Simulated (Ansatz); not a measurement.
A computed series for hypothetical diamond Sb: pressure series

The parent structure is Sb in the diamond structure (space group Fd-3m, No. 227; a hypothetical phase, not in the database extracts checked).

Space group Fd-3m, origin choice 1 (No. 227); a = 6.8672 Å, b = 6.8672 Å, c = 6.8672 Å, α = 90.00°, β = 90.00°, γ = 90.00°

| atom | site | symmetry | x | y | z |
|---|---|---|---|---|---|
| Sb | 8a | -43m | 0.0000 | 0.0000 | 0.0000 |
(The calculation used a cell of 2 atoms; values per cell refer to that cell.)

Cell and atoms are relaxed at each pressure.

Computed with PBEsol in Ansatz (plane waves to 420 eV, PAW, scalar-relativistic without spin-orbit coupling).

```json
[
 {"P (GPa)": "-2.01", "V (Å³/atom)": "43.246"},
 {"P (GPa)": "-1.01", "V (Å³/atom)": "41.761"},
 {"P (GPa)": "0.30", "V (Å³/atom)": "40.136"},
 {"P (GPa)": "0.70", "V (Å³/atom)": "39.697"},
 {"P (GPa)": "1.49", "V (Å³/atom)": "38.889"},
 {"P (GPa)": "3.00", "V (Å³/atom)": "37.543"},
 {"P (GPa)": "5.00", "V (Å³/atom)": "36.082"},
 {"P (GPa)": "7.51", "V (Å³/atom)": "34.591"},
 {"P (GPa)": "10.01", "V (Å³/atom)": "33.358"}
]
```

A third-order Birch–Murnaghan fit to these points gives V₀ = 40.46 Å³/atom, B₀ = 34 GPa and B₀′ = 4.2. At pressure 10 GPa the volume is 82.4 % of V₀.

Load acts through the strain it causes; cell and atoms are relaxed under it. Whether these cells are dynamically stable was not tested. Competing high-pressure phases were not computed.

Ansatz is an electronic-structure program.
